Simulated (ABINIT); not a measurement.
A self-consistent single point of RbRuF6 (R-3m, 8 atoms in the cell) with ABINIT.

Computed with PBEsol, PAW (JTH v2.0 PBE PAW, files made for PBE) (plane waves; ABINIT).

```
CELL_PARAMETERS angstrom
      3.78830     2.18717     2.48184
     -3.78830     2.18717     2.48184
      0.00000    -4.37435     2.48184
ATOMIC_POSITIONS crystal
  Rb 0.50000 0.50000 0.50000
  Ru 0.00000 0.00000 0.00000
  F  0.25993 0.25993 0.91880
  F  0.74008 0.74008 0.08120
  F  0.91880 0.25993 0.25993
  F  0.08120 0.74008 0.74008
  F  0.25993 0.91880 0.25993
  F  0.74008 0.08120 0.74008
```
Moments meant for the start (each program seeds them in its own way; μB, in the order of the atoms Rb Ru F F F F F F): 0.0 2.0 0.0 0.0 0.0 0.0 0.0 0.0.

Reference input (self-consistent single point, DFT, LDA (PW92), plane waves, PAW (JTH v2.0 LDA PAW)): pseudos = [Rb.LDA_PW-JTH.xml, Ru.LDA_PW-JTH.xml, F.LDA_PW-JTH.xml]; ecut = 24 Ha; pawecutdg = 48 Ha; pawxcdev = 0; ixc = 7; nsppol = 2; occopt = 3; tsmear = 0.05 eV; ngkpt = 3 3 3; nshiftk = 1; shiftk = 0 0 0; potentials = JTH v2.0 LDA PAW. This run's input differs from it in these lines:

```diff
@@ -1,4 +1,4 @@
-# RbRuF6, JTH v2.0 LDA PAW
+# RbRuF6, JTH v2.0 PBE PAW
 pp_dirpath "./"
-pseudos "Rb.LDA_PW-JTH.xml, Ru.LDA_PW-JTH.xml, F.LDA_PW-JTH.xml"
+pseudos "Rb.GGA_PBE-JTH.xml, Ru.GGA_PBE-JTH.xml, F.GGA_PBE-JTH.xml"
 acell 3*1.0 Angstrom
@@ -25,3 +25,3 @@
 pawxcdev 0
-ixc 7
+ixc -116133
 nsppol 2
```

Its files differ too (potentials: JTH v2.0 LDA PAW → JTH v2.0 PBE PAW).

The program printed (abridged):

```
--- !BeginCycle
solver: {iscf: 17, nstep: 50, nline: 4, wfoptalg: 10, }
tolerances: {tolvrs: 1.00E-12, }
...

     iter   Etot(hartree)     deltaE(h) residm    nres2    magn
 ETOT  1  -257.42946685106    -2.57E+02 8.86E+00 6.47E+01 0.852
 ETOT  2  -266.21219428281    -8.78E+00 8.04E-02 1.01E+02 2.996
 ETOT  3  -266.09034647613     1.22E-01 1.57E-01 1.92E+01 2.997
 ETOT  4  -266.08715813224     3.19E-03 1.62E-02 1.37E+01 3.000
 ETOT  5  -266.06895247843     1.82E-02 5.47E-03 1.53E+00 3.000
   [... 13 lines left out ...]
 ETOT 19  -266.07157504192    -2.13E-11 3.93E-04 1.12E-10 3.000
 ETOT 20  -266.07157504193    -3.01E-12 5.14E-04 4.08E-11 3.000
 ETOT 21  -266.07157504192     1.71E-12 5.28E-04 5.11E-12 3.000
 ETOT 22  -266.07157504193    -5.68E-12 6.54E-04 6.96E-13 3.000
 At SCF step   22       nres2   =  6.96E-13 < tolvrs=  1.00E-12 =>converged.

 Cartesian components of stress tensor (hartree/bohr^3)
  sigma(1 1)= -1.17872121E-04  sigma(3 2)=  0.00000000E+00
  sigma(2 2)= -1.17872121E-04  sigma(3 1)=  0.00000000E+00
  sigma(3 3)= -1.18479741E-04  sigma(2 1)=  0.00000000E+00

 Integrated electronic and magnetization densities in atomic spheres:
 Radius=ratsph(iatom), smearing ratsm=  0.0000. Diff(up-dn)=approximate z local magnetic moment.
 Atom    Radius    up_density   dn_density  Total(up+dn)  Diff(up-dn)
    1   2.31325     3.449594     3.447025      6.896619     0.002568
    2   2.21047     7.850672     5.838699     13.689371     2.011973
    3   1.40289     2.886697     2.761405      5.648102     0.125292
    4   1.40289     2.886697     2.761405      5.648102     0.125292
   [... lines left out ...]
 Total magnetization (from the atomic spheres):             2.766294
 Total magnetization (exact up - dn):                       3.000005
 Fermi (or HOMO) energy (hartree) =  -0.00564   Average Vxc (hartree)=  -0.33116
   [... lines left out ...]
'-kT*entropy'       : -1.87221665119422E-07
total_energy        : -2.66071575209209E+02
total_energy_eV     : -7.24017576725265E+03
...

-Cartesian components of stress tensor (GPa)         [Pressure=  3.4739E+00 GPa]
- sigma(1 1)= -3.46791695E+00  sigma(3 2)=  0.00000000E+00
- sigma(2 2)= -3.46791696E+00  sigma(3 1)=  0.00000000E+00
- sigma(3 3)= -3.48579374E+00  sigma(2 1)=  0.00000000E+00

 Calculation completed.
```

The run converged in 22 iterations. Against the reference run the pressure goes from -1.04 to 3.47 GPa, the largest force goes from 0.115 to 0.501 eV/Å, the gap on the mesh goes from 1.007 to 1.221 eV and the size of the net moment stays at 0.37 μB/atom.

The starting cell comes from a database of computed structures (which also holds hypothetical and non-ambient phases and stackings), without a prior relaxation at this level. Its lattice was rescaled by a random factor within 2.5 % of one. With one magnetic atom in the cell only a parallel order is possible. The potentials were made for another functional than the one used. With a pressure of about 3 GPa the cell is away from its equilibrium volume at this level.

Cost on one core of a shared machine: roughly 5 min.
